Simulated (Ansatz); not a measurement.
SrTiO3 (I4/mcm, No. 140, 10 atoms in the cell; start COD 2310687) was calculated with r²SCAN+rVV10 (PAW; Ansatz, a first-principles code).

Run with plane-wave cutoff 560 eV, 10×10×10 k mesh, Fermi–Dirac smearing 0.01 eV, no spin polarisation, scalar-relativistic PAW data made under PBE.

Cell (relaxed at this level):

```cif
data_O6Sr2Ti2
_chemical_formula_sum 'Sr2 O6 Ti2'
_space_group_name_H-M_alt 'P 1'
_space_group_IT_number 1
_cell_length_a 5.51326
_cell_length_b 5.51326
_cell_length_c 5.51326
_cell_angle_alpha 120.121
_cell_angle_beta 120.121
_cell_angle_gamma 89.790
loop_
_space_group_symop_operation_xyz
  'x, y, z'
loop_
_atom_site_label
_atom_site_type_symbol
_atom_site_fract_x
_atom_site_fract_y
_atom_site_fract_z
_atom_site_occupancy
Sr1 Sr 0.75000 0.25000 0.50000 1
Sr2 Sr 0.25000 0.75000 0.50000 1
O1 O 0.25000 0.25000 0.00000 1
O2 O 0.75000 0.75000 0.00000 1
Ti1 Ti 0.00000 0.00000 0.00000 1
Ti2 Ti 0.50000 0.50000 0.00000 1
O3 O 0.73172 0.23172 0.96345 1
O4 O 0.23172 0.26828 0.50000 1
O5 O 0.26828 0.76828 0.03655 1
O6 O 0.76828 0.73172 0.50000 1
```

### Question
Estimate the band gap that the calculation returns.

### Answer

- band gap = 2.34 eV (on the SCF k mesh)

Note: the relaxation could not lower the start's symmetry, so the cell can be a saddle point above a distorted one.

Spin–orbit coupling is not included.

The computed numbers hold no vibrational or temperature effects.
